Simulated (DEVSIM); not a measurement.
Structure: abrupt Si n-p junction, at 300 K.

```csv
layer (left to right),material,thickness (μm),Nd (cm⁻³),Na (cm⁻³),τn (s),τp (s)
1,Si,1.40,6e17,-,3.3e-7,3.3e-7
2,Si,4.70,-,2.2e15,3.3e-7,3.3e-7
```

Left contact: ohmic. Right contact: ohmic. Voltage is applied to the left contact. Recombination: SRH at mid-gap, radiative. Mobility is μmin + (μ − μmin)/(1 + (N/Nref)^α).

This is a model device: material constants are rounded textbook-type values typed into the input, and sizes, dopings and lifetimes were drawn at random. Values at 300 K.

```csv
parameter,Si
gap (eV),1.124
affinity (eV),4.05
permittivity,11.7
Nc (cm⁻³),2.86e19
Nv (cm⁻³),3.1e19
μn (cm²/Vs),1417
μp (cm²/Vs),470
"μn,min",52
"μp,min",45
"Nref,n",9.7e16
"Nref,p",2.2e17
αn,0.68
αp,0.72
B (cm³/s),4.7e-15
```

Simulated with DEVSIM: 1D drift-diffusion, Boltzmann statistics, complete ionisation; no tunnelling, impact ionisation, image-force lowering or self-heating.

**Question.** Tabulate band edges, carrier densities and field at zero bias.

**Answer.** Energies count from the Fermi level of the right contact; mesh points crowd at the junctions.

```json
[
 {"x (μm)": "0.000", "Ec (eV)": "0.100", "Ev (eV)": "-1.024", "n (cm⁻³)": "6.0e17", "p (cm⁻³)": "190", "field (V/cm)": "≈ 0"},
 {"x (μm)": "0.02373", "Ec (eV)": "0.100", "Ev (eV)": "-1.024", "n (cm⁻³)": "6.0e17", "p (cm⁻³)": "190", "field (V/cm)": "≈ 0"},
 {"x (μm)": "0.07392", "Ec (eV)": "0.100", "Ev (eV)": "-1.024", "n (cm⁻³)": "6.0e17", "p (cm⁻³)": "190", "field (V/cm)": "≈ 0"},
 {"x (μm)": "0.1681", "Ec (eV)": "0.100", "Ev (eV)": "-1.024", "n (cm⁻³)": "6.0e17", "p (cm⁻³)": "190", "field (V/cm)": "≈ 0"},
 {"x (μm)": "0.4527", "Ec (eV)": "0.100", "Ev (eV)": "-1.024", "n (cm⁻³)": "6.0e17", "p (cm⁻³)": "190", "field (V/cm)": "≈ 0"},
 {"x (μm)": "0.8747", "Ec (eV)": "0.100", "Ev (eV)": "-1.024", "n (cm⁻³)": "6.0e17", "p (cm⁻³)": "190", "field (V/cm)": "≈ 0"},
 {"x (μm)": "1.143", "Ec (eV)": "0.100", "Ev (eV)": "-1.024", "n (cm⁻³)": "6.0e17", "p (cm⁻³)": "190", "field (V/cm)": "≈ 0"},
 {"x (μm)": "1.311", "Ec (eV)": "0.100", "Ev (eV)": "-1.024", "n (cm⁻³)": "6.0e17", "p (cm⁻³)": "190", "field (V/cm)": "≈ 0"},
 {"x (μm)": "1.369", "Ec (eV)": "0.100", "Ev (eV)": "-1.024", "n (cm⁻³)": "6.0e17", "p (cm⁻³)": "190", "field (V/cm)": "190"},
 {"x (μm)": "1.396", "Ec (eV)": "0.116", "Ev (eV)": "-1.008", "n (cm⁻³)": "3.2e17", "p (cm⁻³)": "360", "field (V/cm)": "27000"},
 {"x (μm)": "1.418", "Ec (eV)": "0.188", "Ev (eV)": "-0.936", "n (cm⁻³)": "2.0e16", "p (cm⁻³)": "5800", "field (V/cm)": "25000"},
 {"x (μm)": "1.484", "Ec (eV)": "0.323", "Ev (eV)": "-0.801", "n (cm⁻³)": "1.1e14", "p (cm⁻³)": "1100000", "field (V/cm)": "19000"},
 {"x (μm)": "1.591", "Ec (eV)": "0.506", "Ev (eV)": "-0.618", "n (cm⁻³)": "9.0e10", "p (cm⁻³)": "1.3e9", "field (V/cm)": "15000"},
 {"x (μm)": "1.803", "Ec (eV)": "0.755", "Ev (eV)": "-0.369", "n (cm⁻³)": "6000000", "p (cm⁻³)": "1.9e13", "field (V/cm)": "8100"},
 {"x (μm)": "2.502", "Ec (eV)": "0.877", "Ev (eV)": "-0.247", "n (cm⁻³)": "53000", "p (cm⁻³)": "2.2e15", "field (V/cm)": "11"},
 {"x (μm)": "3.613", "Ec (eV)": "0.877", "Ev (eV)": "-0.247", "n (cm⁻³)": "53000", "p (cm⁻³)": "2.2e15", "field (V/cm)": "≈ 0"},
 {"x (μm)": "4.829", "Ec (eV)": "0.877", "Ev (eV)": "-0.247", "n (cm⁻³)": "53000", "p (cm⁻³)": "2.2e15", "field (V/cm)": "≈ 0"},
 {"x (μm)": "5.498", "Ec (eV)": "0.877", "Ev (eV)": "-0.247", "n (cm⁻³)": "53000", "p (cm⁻³)": "2.2e15", "field (V/cm)": "≈ 0"},
 {"x (μm)": "5.877", "Ec (eV)": "0.877", "Ev (eV)": "-0.247", "n (cm⁻³)": "53000", "p (cm⁻³)": "2.2e15", "field (V/cm)": "≈ 0"},
 {"x (μm)": "6.000", "Ec (eV)": "0.877", "Ev (eV)": "-0.247", "n (cm⁻³)": "53000", "p (cm⁻³)": "2.2e15", "field (V/cm)": "≈ 0"},
 {"x (μm)": "6.064", "Ec (eV)": "0.877", "Ev (eV)": "-0.247", "n (cm⁻³)": "53000", "p (cm⁻³)": "2.2e15", "field (V/cm)": "≈ 0"},
 {"x (μm)": "6.100", "Ec (eV)": "0.877", "Ev (eV)": "-0.247", "n (cm⁻³)": "53000", "p (cm⁻³)": "2.2e15", "field (V/cm)": "≈ 0"}
]
```
